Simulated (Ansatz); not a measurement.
PbF₂ (Pnma, No. 62), treated with LDA (PAW; Ansatz, a program for electronic structure).

Run with plane-wave cutoff 500 eV, 6×10×6 k mesh (along the axes of the cell as run), gaussian smearing 0.02 eV, scalar-relativistic PAW data made under PBE.

Cell (relaxed at this level):

```
PbF2
1.0
    6.26927     0.00000     0.00000
    0.00000     3.79029     0.00000
    0.00000     0.00000     7.52661
Pb F
4 8
Cartesian
  1.59888   0.94757   0.83012
  1.53575   2.84272   4.59342
  4.73352   0.94757   2.93319
  4.67039   2.84272   6.69649
  5.39123   0.94757   0.47807
  4.01267   2.84272   4.24137
  2.25660   0.94757   3.28524
  0.87804   2.84272   7.04854
  2.94224   0.94757   6.34179
  0.19239   2.84272   2.57848
  6.07688   0.94757   4.94813
  3.32703   2.84272   1.18482
```

What does this level give for the band gap?


- band gap: 4.06 eV (on the SCF k mesh)

Note: the volume lies 7 % below that of the published cell.

Spin–orbit coupling is not included; with these elements it can move the gap by several tenths of an eV or more.

Static lattice: no zero-point or thermal effects.
